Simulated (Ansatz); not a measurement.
## WSe2: response to strain

Base system: WSe2 in the 2H-MoS2 type structure (space group P6_3/mmc, No. 194; a = 3.2791 Å, c = 12.7861 Å; layered, stacked along the Cartesian z axis).

Strains are applied to the cell and any free atomic positions relax.

Method: Ansatz (a program for electronic structure) PBE-D3(BJ), without spin-orbit coupling.

Notes on the quantities. pressure: mean of the normal stresses, compression positive.

```csv
isotropic strain (%),pressure (GPa)
-3.33,8.7
-0.7,?
0,0.0
2.61,-4.3
5.52,-7.5
```

**Question.** Fit P = P₀ − Bδ + Cδ² with δ = (1 + ε)³ − 1 to the rows shown and predict the withheld row.

**Answer.** Least squares on the printed values gives P₀ = 0.2 GPa, B = 71.7 GPa (at held cell shape), C = 160 GPa (largest residual 0.2 GPa); this predicts 1.8 GPa, and the run gives 1.5 GPa, 0.3 lower.

Stability against distortions was not tested.
